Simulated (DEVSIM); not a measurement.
Device: illuminated GaAs p-on-n cell, one wavelength, at 300 K.

```
layer (left to right)  material  thickness (μm)  Nd (cm⁻³)  Na (cm⁻³)   τn (s)   τp (s)  absorption coefficient (cm⁻¹)
---------------------  --------  --------------  ---------  ---------  -------  -------  -----------------------------
1                          GaAs          0.0760          -     1.1e18  4.5e-11  6.1e-10                           5000
2                          GaAs            3.80       1e15          -   1.8e-9   1.8e-9                           5000
```

Left contact: ohmic, minority electron recombination velocity 2e5 cm/s. Right contact: ohmic, minority hole recombination velocity 10000 cm/s. Voltage is applied to the left contact. Recombination: SRH at mid-gap, radiative, Auger. Light enters at the left, 7.9e17 photons cm⁻² s⁻¹, one pass, no reflection. Mobility is constant in doping. Where it depends on doping, it is μmin + (μ − μmin)/(1 + (N/Nref)^α).

This is a model device: material constants are rounded textbook-type values typed into the input, and sizes, dopings and lifetimes were drawn at random. Values at 300 K; Nc and Nv go as T^1.5, mobilities as T to minus their exponent, the gap by Varshni's rule with the affinity fixed. The table also holds parameters that only a changed run uses.

| parameter | GaAs |
|---|---|
| gap (eV) | 1.424 |
| affinity (eV) | 4.07 |
| permittivity | 12.9 |
| Nc (cm⁻³) | 4.7e17 |
| Nv (cm⁻³) | 9e18 |
| μn (cm²/Vs) | 8500 |
| μp (cm²/Vs) | 400 |
| μn,min | 500 |
| μp,min | 20 |
| Nref,n | 6e16 |
| Nref,p | 1.5e17 |
| αn | 0.39 |
| αp | 0.38 |
| T exponent of μn | 2.1 |
| T exponent of μp | 2.2 |
| B (cm³/s) | 2e-10 |
| Cn (cm⁶/s) | 1e-30 |
| Cp (cm⁶/s) | 1e-30 |
| Varshni α (eV/K) | 0.000541 |
| Varshni β (K) | 204 |

Simulated with DEVSIM: 1D drift-diffusion, Boltzmann statistics, complete ionisation; no tunnelling, impact ionisation, image-force lowering or self-heating.

Base results: open-circuit voltage (V) 0.871; largest field in the device at zero bias (V/cm) 56000; dark forward voltage at 100 A/cm² (V) 1.144; share of generated pairs collected at short circuit 0.804.

What follows from this one change: photon flux 7.9e+17 → 2.4e+17 cm^-2 s^-1?

open-circuit voltage 0.871 → 0.828 V; largest field in the device at zero bias little changed (56000 V/cm); dark forward voltage at 100 A/cm² little changed (1.144 V); share of generated pairs collected at short circuit little changed (0.803).

What follows from this one change: doping Nd of layer 2 1e+15 → 3e+16 cm^-3?

open-circuit voltage 0.871 → 0.955 V; largest field in the device at zero bias 56000 → 110000 V/cm; dark forward voltage at 100 A/cm² 1.144 → 1.174 V; share of generated pairs collected at short circuit 0.804 → 0.577.

What follows from this one change: temperature 300 → 250 K?

open-circuit voltage 0.871 → 0.998 V; largest field in the device at zero bias 56000 → 52000 V/cm; dark forward voltage at 100 A/cm² 1.144 → 1.220 V; share of generated pairs collected at short circuit 0.804 → 0.832.

What follows from this one change: thickness of layer 1 0.076 → 0.23 μm?

open-circuit voltage little changed (0.872 V); largest field in the device at zero bias little changed (56000 V/cm); dark forward voltage at 100 A/cm² little changed (1.142 V); share of generated pairs collected at short circuit 0.804 → 0.817.

What follows from this one change: minority lifetime in layer 2 1.8e-09 → 5.4e-10 s?

open-circuit voltage 0.871 → 0.839 V; largest field in the device at zero bias little changed (56000 V/cm); dark forward voltage at 100 A/cm² 1.144 → 1.134 V; share of generated pairs collected at short circuit 0.804 → 0.708.

What follows from this one change: doping-dependent mobility in place of the constant one?

open-circuit voltage little changed (0.870 V); largest field in the device at zero bias little changed (56000 V/cm); dark forward voltage at 100 A/cm² little changed (1.147 V); share of generated pairs collected at short circuit 0.804 → 0.792.
